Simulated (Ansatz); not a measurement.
## Enthalpy of formation of MoGe (model structure, started from the CoSn type, P6/mmm, No. 191, 6 atoms in the cell) at several levels of theory

No measured value is used here.

```tsv
level (code)	value (eV/atom)
PBE (Ansatz)	0.051
PBEsol (Ansatz)	0.024
PBE-D3(BJ) (Ansatz)	[?]
```

Problem. What belongs in the gaps?

Solution. 
- PBE-D3(BJ) (Ansatz, a quantum-chemistry and plane-wave program), value (eV/atom): 0.071

Each level is taken at its own relaxed cell. Ansatz's density-functional and Hartree–Fock values are scalar-relativistic unless marked +SOC, with PAW data made under PBE.

A model structure was made by putting elements into a prototype or built by hand; it is no filed structure, need not be a known phase, and can be a saddle point held by its symmetry.
